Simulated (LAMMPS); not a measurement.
LAMMPS 22 Jul 2025, classical MD, Tersoff (SiC.tersoff): SiC, 5832 atoms.

- task: MD, nve
- potential: Tersoff, SiC.tersoff
- copies of the repeat unit: 9×9×9
- shape (slab and sphere leave vacuum in the box): bulk
- neighbor skin: 2 Å
- neigh_modify: every 1 delay 0 check yes
- newton: on (default)
- atom_modify sort (bins of 2 Å where set): 1000 (default)
- comm_style: brick (default)
- box: 39.2 × 39.2 × 39.2 Å
- start: generated zinc blende lattice, warmed in an untimed run

All runs start from one configuration, warmed at this fixed volume for 1000 steps under a thermostat at 300 K. The run at the shortest step has a mean temperature of 301 K and a mean pressure of -3.5 GPa.

Each run covers about 2.0 ps at constant energy (mean temperature 301 K at the shortest step); σ is the standard deviation over the printed steps. Each setting ran once; only counts and results are compared.

Steps tried: 0.5 fs, 1 fs, 2 fs, 2.5 fs, 4 fs, 5 fs, 8 fs, 10 fs, 16 fs, 20 fs, 32 fs.

### Question
Choose the longest time step that keeps σ(total energy)/σ(kinetic energy) under 1 %.

### Answer
0.5 fs. The run fails or blows up at 5 fs, 8 fs, 10 fs, 16 fs, 20 fs, 32 fs.

```csv
time step,σ(E total)/σ(E kinetic),last minus first total energy (meV/atom),mean temperature (K)
0.5 fs,0.0062,+0.0032,301
1 fs,0.071,+0.067,300
2 fs,1.1,+1.2,300
2.5 fs,1.5,+2.7,302
4 fs,1.9,+88,416
5 fs,stops: Lost atoms,—,—
8 fs,stops: Lost atoms,—,—
10 fs,stops: Lost atoms,—,—
16 fs,stops: Lost atoms,—,—
20 fs,stops: Lost atoms,—,—
32 fs,stops: Lost atoms,—,—
```

The bar is a choice.
